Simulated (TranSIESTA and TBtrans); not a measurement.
**Si chain with one bond stretched by 2.0 Å**

System: Si chain with one bond stretched by 2.0 Å. Leads: straight Si chain, spacing 2.137 Å. Geometry: as built, not relaxed.

TranSIESTA and TBtrans, PBE, DZP numerical orbitals (energy shift 0.15 eV), PseudoDojo norm-conserving scalar-relativistic potentials, mesh cutoff 200 Ry, 300 K, no spin polarisation, no spin-orbit coupling; self-consistent non-equilibrium Green functions.

```
Item                               Result
---------------------------------  ------
Conductance at 300 K (G0 = 2e²/h)   0.052
Thermopower (μV/K)                   -6.9
Mean T from −0.5 to 0.5 eV          0.048
```

Energies count from the leads' Fermi level. Transmissions are for one spin of a degenerate pair. The energy step is 0.01 eV; narrower resonances are cut or missed.

```
E (eV)        T  lead channels
------  -------  -------------
-1.95         0              0
-1.80         0              0
-1.65         0              0
-1.50   0.00016              2
-1.35   0.00050              2
-1.20   0.00084              2
-1.05    0.0015              2
-0.90    0.0027              2
-0.75    0.0049              2
-0.60    0.0085              2
-0.45     0.018              3
-0.30     0.032              3
-0.15     0.044              3
0.00      0.052              3
0.15      0.059              3
0.30      0.063              3
0.45      0.067              3
0.60      0.070              3
0.75      0.074              3
0.90      0.079              3
1.05      0.083              3
1.20      0.089              3
1.35      0.094              3
1.50       0.10              3
1.65       0.11              3
1.80       0.12              3
1.95       0.12              3
```

The straight chain is held at its spacing; free chains may zigzag or dimerise. No spin-polarised start was tried, so a magnetic state, if there is one, is missed.
